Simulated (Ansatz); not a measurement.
Start from CdSe in the wurtzite structure (space group P6_3mc, No. 186; a = 4.302 Å, c = 7.021 Å). Axes: x lies along a and z along c of the hexagonal cell.

All numbers come from PBEsol/PAW in Ansatz (an electronic-structure program), no spin-orbit coupling.

For the base:

| Quantity | Value |
|---|---|
| Valence-band top at Γ | 0.00, 0.00, -0.05 eV |

Now apply this change: the cell is stretched by 0.60 % along z with no lateral relaxation; the atoms relax in the strained cell.

### Question
Predict the new stress and valence-band top at Γ.

### Answer
The stress (xx, yy, zz, yz, xz, xy; compression positive) is (-0.21, -0.21, -0.49, 0.00, 0.00, 0.00) GPa; the valence-band top at Γ (three highest levels, from the VBM) goes from 0.00, 0.00, -0.05 eV to 0.00, 0.00, -0.08 eV.

The levels and masses belong to the bands next to the band gap. No phonon test of stability was made.
